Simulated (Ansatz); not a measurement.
**Ni2Si (Pnma): band-structure transport figures**

Here is the system:

```yaml
crystal:
  lattice:
    - [4.90783, 0.00000, 0.00000]
    - [0.00000, 3.70463, 0.00000]
    - [0.00000, 0.00000, 7.00424]
  atoms:
    - { symbol: Si, position: [0.29248, 0.25000, 0.61313] }
    - { symbol: Si, position: [0.70752, 0.75000, 0.38687] }
    - { symbol: Si, position: [0.20752, 0.75000, 0.11313] }
    - { symbol: Si, position: [0.79248, 0.25000, 0.88687] }
    - { symbol: Ni, position: [0.45747, 0.25000, 0.29213] }
    - { symbol: Ni, position: [0.54253, 0.75000, 0.70787] }
    - { symbol: Ni, position: [0.04253, 0.75000, 0.79213] }
    - { symbol: Ni, position: [0.95747, 0.25000, 0.20787] }
    - { symbol: Ni, position: [0.32829, 0.25000, 0.93980] }
    - { symbol: Ni, position: [0.67171, 0.75000, 0.06020] }
    - { symbol: Ni, position: [0.17171, 0.75000, 0.43980] }
    - { symbol: Ni, position: [0.82829, 0.25000, 0.56020] }
```

The numbers are results of PBEsol, rigid bands (plane waves, PAW, scalar-relativistic; Ansatz, a program for electronic structure), not measurements. Geometry: cell and atoms relaxed with PBEsol.

```
Property                                                           Result
------------------------------------  -----------------------------------
density of states at the Fermi level    6.36 states/(eV·cell), both spins
bare Sommerfeld coefficient                     1.25 mJ/(mol of atoms·K²)
Drude plasma energy                          4.3 (x), 4.5 (y), 4.2 (z) eV
root-mean-square Fermi velocity                                 3.8e5 m/s
resistivity times τ                   26 (x), 24 (y), 28 (z) ×10⁻²² Ω·m·s
```

A metal at this level (no band gap); rigid bands, thermally averaged at 300 K, both spins. Spin-orbit coupling is left out. τ is one relaxation time for all states.

Treated as nonmagnetic (a ferromagnetic start lost its moment, other orders weren't tried): Ni2Si (Pnma).
